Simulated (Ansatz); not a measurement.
Start from BeS in the zinc blende structure (space group F-43m, No. 216; a = 4.8760 Å).

It is then changed as follows: hydrostatic tension (pressure −2 GPa).

Levels (all Ansatz, a program for electronic structure, PAW): PBE (420 eV, scalar-relativistic without spin-orbit coupling); r2SCAN (500 eV, without spin-orbit coupling).

The geometry is relaxed with PBE.

| Property | Result |
|---|---|
| PBE lowest conduction level above the VBM at special points | X 3.19 eV; U 4.40 eV; K 4.40 eV; L 5.33 eV |
| PBE hole mass | 0.33, 0.59, 0.59 mₑ (at Γ) |
| PBE width of the top valence band | 3.17 eV |
| PBE pressure | -1.99 GPa |

**Question.** How does going to r2SCAN change the lowest conduction level above the VBM at special points, hole mass, width of the top valence band and pressure?

**Answer.** The lowest conduction level above the VBM at special points changes from X 3.19 eV; U 4.40 eV; K 4.40 eV; L 5.33 eV to X 3.65 eV; U 4.88 eV; K 4.88 eV; L 5.93 eV; the hole mass (degenerate bands, along [100]) changes from 0.33, 0.59, 0.59 mₑ (at Γ) to 0.34, 0.59, 0.59 mₑ (at Γ); the width of the top valence band increases by 0.06 eV to 3.23 eV; the pressure decreases by 0.51 GPa to -2.50 GPa.

Single points use the geometry relaxed with PBE. Their cutoffs differ, which shifts pressures a little. The levels and masses belong to the bands next to the band gap. Load acts through the strain it causes; cell and atoms are relaxed under it. Effective masses come from finite differences of ±0.01 Å⁻¹. No phonon test of stability was made.
